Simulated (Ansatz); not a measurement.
**Bulk modulus B0 of MoBSi (model structure, started from the MoAlB type, Cmcm, No. 63, 6 atoms in the cell) at several levels of theory**

No measured value is used here.

```
level (code)     value (GPa)  cell (Å³/atom)
---------------  -----------  --------------
LDA (Ansatz)             270           10.65
PBE (Ansatz)             245           11.07
PBEsol (Ansatz)          261           10.83
r²SCAN (Ansatz)          260           10.92
```

LDA, PBE, PBEsol, r²SCAN: the run has no spin polarisation, so it can have missed a magnetic state. LDA, PBE, PBEsol, r²SCAN: the bulk modulus is −V dP/dV from two relaxed cells at ±2 % in volume. Each level is taken at its own relaxed cell. Cutoffs differ between the levels. Ansatz's density-functional and Hartree–Fock values are scalar-relativistic unless marked +SOC, with PAW data made under PBE.

A model structure was made by putting elements into a prototype or built by hand; it is no filed structure, need not be a known phase, and can be a saddle point held by its symmetry.

Ansatz is an electronic-structure program.
